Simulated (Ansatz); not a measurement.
Consider GaAs in the zinc blende structure (space group F-43m, No. 216).

```yaml
crystal:
  lattice:
    - [0.00000, 2.83335, 2.83335]
    - [2.83335, 0.00000, 2.83335]
    - [2.83335, 2.83335, 0.00000]
  atoms:
    - { symbol: Ga, position: [0.00000, 0.00000, 0.00000] }
    - { symbol: As, position: [0.25000, 0.25000, 0.25000] }
```

The values are results of plane-wave PAW DFT at the r2SCAN level (Ansatz, a first-principles code, 500 eV), without spin-orbit coupling, not measurements.

Strains are applied to the cell and any free atomic positions relax.

One change was made to it. Results:

| quantity | base | after |
|---|---|---|
| band gap | 0.96 eV | 1.33 eV |
| electron mass | 0.051 mₑ (at Γ) | 0.067 mₑ (at Γ) |
| energy relative to the base (free energy F) | 0 meV/atom | +11 meV/atom |

Task: Which of these changes matches the shifts?
(A) isotropic strain −2.50 %
(B) isotropic strain −3.00 %
(C) isotropic strain −2.00 %
(D) isotropic strain −1.50 %

Result: D, isotropic strain −1.50 %. For comparison, the band gap in the other runs: isotropic strain −2.00 % gives 1.46 eV; isotropic strain −3.00 % gives 1.57 eV; isotropic strain −2.50 % gives 1.59 eV.

Masses are band curvatures over ±0.01 Å⁻¹ around the edge. Whether these cells are dynamically stable was not tested.
